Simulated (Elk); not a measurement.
Worked example: self-consistent single point of TiCo (Pm-3m, 2 atoms in the cell) in Elk.

Computed with LDA (PW92), all-electron FP-LAPW, Elk's shipped species files, APW+lo basis with extra local orbitals in Elk.

```xyz
2
Lattice="2.9231 0.0000 0.0000 0.0000 2.9231 0.0000 0.0000 0.0000 2.9231" Properties=species:S:1:pos:R:3 pbc="T T T"
Ti     0.0000     0.0000     0.0000
Co     1.4616     1.4616     1.4616
```
Moments meant for the start (each program seeds them in its own way; μB, in the order of the atoms Ti Co): 1.0 3.0.

Reference input (self-consistent single point, DFT, PBE, all-electron FP-LAPW, Elk's shipped species files, APW+lo basis with extra local orbitals): xctype = 20; spinpol = true; rgkmax = 8; stype = 0; swidth = 0.00999582 Ha; ngridk = 15 15 15; reducebf = 0.5; tforce = true; gmaxvr = 18 1/bohr; lmaxapw = 10; lmaxo = 8; nxlo = 2. This run's input differs from it in these lines:

```diff
@@ -4,3 +4,3 @@
 xctype
-  20
+  3
```

Log, with long lists cut:

```
│ Self-consistent loop started │
│ Loop number : 1 │
 total energy                :     -2250.34231615
 total moment                :    1.144095162
│ Loop number : 2 │
 total energy                :     -2249.63187395
 total moment                :    1.156196049
RMS change in Kohn-Sham potential (target) :   0.4709692043     (  0.1000000000E-05)
Absolute change in total energy (target)   :   0.7104422033     (  0.1000000000E-03)
│ Loop number : 3 │
 total energy                :     -2250.54999636
 total moment                :    1.140413885
RMS change in Kohn-Sham potential (target) :   0.4771064135     (  0.1000000000E-05)
   [... lines left out ...]
│ Loop number : 27 │
 total energy                :     -2243.19254052
 total moment                :  -0.1121377770E-02
RMS change in Kohn-Sham potential (target) :   0.2181460495E-05 (  0.1000000000E-05)
Absolute change in total energy (target)   :   0.3359505035E-04 (  0.1000000000E-03)
│ Loop number : 28 │
 total energy                :     -2243.19249112
 total moment                :  -0.8797726223E-03
RMS change in Kohn-Sham potential (target) :   0.6358356765E-06 (  0.1000000000E-05)
Absolute change in total energy (target)   :   0.5780426090E-04 (  0.1000000000E-03)
Convergence targets achieved

│ Loop number : 29 │

Energies :
 Fermi                       :     0.382723022992
 xc effective B-field        :    -0.134965859634E-07
 external B-field            :      0.00000000000
 total energy                :     -2243.19247084
 (external B-field energy excluded from total)

Density of states at Fermi energy :    69.88004102
 (states/Hartree/unit cell)

Estimated indirect band gap :   0.6263316912E-03
 from k-point    113 to k-point    108
Estimated direct band gap   :   0.3051466918E-02
 at k-point    108

Charges :
 core                        :    22.00000000
 valence                     :    27.00000000
 interstitial                :    2.729260251
 muffin-tins (core leakage)
  species :    1 (Ti)
   atom    1                 :    20.18527893     (  0.3095305345E-08)
  species :    2 (Co)
   [... lines left out ...]
 total moment                :  -0.7381722439E-03
   [... lines left out ...]
   total force               :    -0.00000000    0.00000000    0.00000000
   total magnitude           :     0.00000000
 species :    2 (Co)
  atom :    1
   Hellmann-Feynman          :     0.00000000    0.00000000    0.00000000
   IBS                       :    -0.00000000   -0.00000000    0.00000000
   total force               :     0.00000000   -0.00000000    0.00000000
   total magnitude           :     0.00000000
```

The run converged in 29 iterations. The count includes the last loop, which Elk runs after its targets are met. Against the reference run the size of the net moment goes from 0.32 to 0.00 μB/atom.

The starting cell comes from a database of computed structures (which also holds hypothetical and non-ambient phases and stackings), without a prior relaxation at this level. Its lattice was rescaled by a random factor within 2.5 % of one. The starting moments vanished: the run ended non-magnetic, which need not be the lowest state. Values depend on the basis (sphere radii, cutoffs, local orbitals), which need not be converged. The log's line on a gap gives a spacing of levels on this mesh, which the program prints for metals too.

Cost on one core of a shared machine: roughly 6 min.
